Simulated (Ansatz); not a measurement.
Base system: Ru in the hcp (Mg type) structure (space group P6_3/mmc, No. 194).

```xyz
2
Lattice="2.7222 0.0000 0.0000 -1.3611 2.3575 0.0000 0.0000 0.0000 4.2908" Properties=species:S:1:pos:R:3 pbc="T T T"
Ru     0.0000     1.5716     3.2181
Ru     1.3611     0.7858     1.0727
```

Computed with PBE in Ansatz (plane waves to 420 eV, PAW, no spin-orbit coupling).

One change was made to it. Results:

The band gap is still zero; the lattice parameter a decreases by 0.0045 Å to 2.718 Å.

### Question
Which change produced these results?
(A) pressure 10 GPa
(B) pressure 1.5 GPa
(C) pressure −2 GPa
(D) pressure 5 GPa

### Answer
B, pressure 1.5 GPa. For comparison, the lattice parameter a in the other runs: pressure 5 GPa gives 2.708 Å; pressure −2 GPa gives 2.728 Å; pressure 10 GPa gives 2.694 Å.

Load acts through the strain it causes; cell and atoms are relaxed under it. No phonon test of stability was made. No other phases were tried under pressure. All final runs are without spin polarisation.

Ansatz is a program for electronic structure.
